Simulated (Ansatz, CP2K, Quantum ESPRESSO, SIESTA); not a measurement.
# LaAl (Cmcm, 8 atoms in the cell) computed with different codes at matched settings

Self-consistent single point.

```
CELL_PARAMETERS angstrom
      4.83233    -3.97682     0.00000
      4.83233     3.97682     0.00000
      0.00000     0.00000     5.85942
ATOMIC_POSITIONS crystal
  La 0.48690 0.15832 0.75000
  La 0.51310 0.84168 0.25000
  La 0.15832 0.48690 0.25000
  La 0.84168 0.51310 0.75000
  Al 0.30168 0.69832 0.75000
  Al 0.69832 0.30168 0.25000
  Al 0.00000 0.00000 0.50000
  Al 0.00000 0.00000 0.00000
```

All programs got the same cell, k-point mesh and kind of occupations (in Ansatz's words: kpoints.mp_grid.grid = 3 3 4; scf.occupations.method = fermi_dirac; scf.occupations.width = 0.1 eV); potentials, basis and cutoffs are each program's usual ones.

```json
[
 {"code": "Quantum ESPRESSO", "model": "PBEsol, GBRV 1.5 ultrasoft (PBESOL) pseudopotentials", "pressure (GPa)": "-4.58", "largest force (eV/Å)": "0.083", "k-points": "12", "cutoff": "40 Ry"},
 {"code": "SIESTA", "model": "GGA PBEsol, numerical atomic orbitals DZP, PseudoDojo PBEsol standard norm-conserving potentials (rewritten from UPF to PSML)", "pressure (GPa)": "-3.77", "largest force (eV/Å)": "0.180", "k-points": "20", "cutoff": "grid 300 Ry"},
 {"code": "CP2K", "model": "PBEsol, GPW, DZVP-MOLOPT-SR-GTH basis, GTH-PBE potentials (GTH_POTENTIALS)", "pressure (GPa)": "-3.45", "largest force (eV/Å)": "0.098", "k-points": "19", "cutoff": "grid 500 Ry"},
 {"code": "Ansatz", "model": "PBEsol, PAW files made with PBE", "pressure (GPa)": "-4.59", "largest force (eV/Å)": "0.083", "k-points": "12", "cutoff": "default"}
]
```

Size of the force on each atom (eV/Å): Sizes of forces hide their directions.

```csv
code,La1,La2,La3,La4,Al5,Al6,Al7,Al8
Quantum ESPRESSO,0.083,0.083,0.083,0.083,0.032,0.032,0.000,0.000
SIESTA,0.180,0.180,0.180,0.180,0.012,0.012,0.000,0.000
CP2K,0.098,0.098,0.098,0.098,0.021,0.021,0.000,0.000
Ansatz,0.083,0.083,0.083,0.083,0.048,0.048,0.000,0.000
```

The spread over the programs that give each value: pressure within 1.14 GPa; largest force within 0.097 eV/Å.

The starting cell comes from a database of computed structures (which also holds hypothetical and non-ambient phases and stackings), without a prior relaxation at this level. Its lattice was rescaled by a random factor within 2.5 % of one. On Ansatz's run: In the base run, with a pressure of about -5 GPa the cell is away from its equilibrium volume at this level. Without a gap this mesh is coarse (it stands for a supercell whose shortest vector is 19 Å).

Question: Why do the programs differ, and what cannot be compared?

Answer: Differences of this kind can come from the potentials, where these differ, and from what each basis and cutoff leave unconverged. The zero of total energies and Fermi levels follows the potentials and each program's conventions, so they are not compared here. SIESTA and CP2K use small atom-centred bases, whose incompleteness enters pressures, forces and empty levels differently from a plane-wave cutoff. Ansatz's pressure is given at a fixed set of plane waves, as the other plane-wave codes print theirs. The programs reduce the same mesh by symmetry to different extents, which changes the work and not the result. In the pressure, CP2K (by 1.14) lies more than 1 GPa from the median of the plane-wave programs. In the force vectors, SIESTA (by 0.142) lies more than 0.08 eV/Å from the median of the plane-wave programs.

The shared mesh is coarse (it stands for a supercell whose shortest vector is 19 Å), so the values are not converged in it.

Left out of this page: ABINIT (stopped by limits of time or memory); Elk and FLEUR (not drawn, or without a comparable value).

Ansatz is a first-principles code.

Keys are those of Ansatz 0.2.
